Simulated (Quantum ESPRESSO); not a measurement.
Quantum ESPRESSO run on CdS (F-43m, 2 atoms in the cell): self-consistent single point.

Level of theory: PBE, PseudoDojo standard norm-conserving (PBE) pseudopotentials (plane waves; Quantum ESPRESSO).

```
CdS
1.0
    0.00000     2.94295     2.94295
    2.94295     0.00000     2.94295
    2.94295     2.94295     0.00000
Cd S
1 1
Direct
  0.00000   0.00000   0.00000
  0.25000   0.25000   0.25000
```

Reference input (self-consistent single point, DFT, PBE, plane waves, PseudoDojo standard norm-conserving (PBE) pseudopotentials): ecutwfc = 105 Ry; occupations = fixed; potentials = {Cd: Cd.upf, S: S.upf}; K_POINTS = automatic 5 5 5 0 0 0; nbnd = 19; conv_thr = 1e-10 Ry. This run's input differs from it in these lines:

```diff
@@ -30,3 +30,3 @@
 K_POINTS automatic
-5 5 5  0 0 0
+7 7 7  0 0 0
```

Output (repeated stretches shortened):

```
     Self-consistent Calculation

     iteration #  1     ecut=   105.00 Ry     beta= 0.70

     Threshold (ethr) on eigenvalues was too large:
     Diagonalizing with lowered threshold

     total energy              =    -372.71938251 Ry
     estimated scf accuracy    <       0.12751335 Ry

     iteration #  2     ecut=   105.00 Ry     beta= 0.70

     total energy              =    -372.75494074 Ry
     estimated scf accuracy    <       0.07311570 Ry

     iteration #  3     ecut=   105.00 Ry     beta= 0.70

     total energy              =    -372.77049156 Ry
     estimated scf accuracy    <       0.00064925 Ry

   [... 3 blocks of this kind left out ...]

     iteration #  7     ecut=   105.00 Ry     beta= 0.70

     total energy              =    -372.77071283 Ry
     estimated scf accuracy    <          4.8E-09 Ry

     iteration #  8     ecut=   105.00 Ry     beta= 0.70
     End of self-consistent calculation

     highest occupied, lowest unoccupied level (ev):     6.6014    7.6881

!    total energy              =    -372.77071284 Ry
     estimated scf accuracy    <          6.0E-11 Ry

     convergence has been achieved in   8 iterations

     Forces acting on atoms (cartesian axes, Ry/au):

     atom    1 type  1   force =     0.00000000    0.00000000    0.00000000
     atom    2 type  2   force =     0.00000000    0.00000000   -0.00000000

     Total force =     0.000000     Total SCF correction =     0.000000

          total   stress  (Ry/bohr**3)                   (kbar)     P=       11.92
   0.00008101   0.00000000   0.00000000           11.92        0.00        0.00
   0.00000000   0.00008101   0.00000000            0.00       11.92        0.00
   0.00000000   0.00000000   0.00008101            0.00        0.00       11.92

   JOB DONE.
```

The run converged in 8 iterations. Against the reference run the free energy drops by 3.7 meV/atom, the pressure moves little (1.22 to 1.19 GPa) and the gap on the mesh moves little (1.083 to 1.087 eV).

The starting cell comes from a database of computed structures (which also holds hypothetical and non-ambient phases and stackings), without a prior relaxation at this level.

Cost on one core of a shared machine: roughly 70 s.
